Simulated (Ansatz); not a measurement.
The parent structure is MgTe in the zinc blende structure (space group F-43m, No. 216; a = 6.368 Å). Axes: x, y, z lie along the cube axes.

All numbers come from Kohn–Sham DFT with the LDA functional, run in Ansatz (a quantum-chemistry and plane-wave program) with PAW and 420 eV plane waves, no spin-orbit coupling.

For the base:

```
Property   Result
--------  -------
Band gap  2.38 eV
```

Modification: uniaxial strain ε_zz = −1.50 %, all other strain components held at zero; the atoms relax in the strained cell.

**Question.** What does the calculation give for the stress and band gap after the change?

**Answer.** The stress (xx, yy, zz, yz, xz, xy; compression positive) comes out as (0.54, 0.54, 0.74, 0.00, 0.00, 0.00) GPa; the band gap grows by 0.04 eV (2.38 eV → 2.42 eV).

Spin-orbit coupling, missing from the scalar runs, can matter with Te. Stability against distortions was not tested.
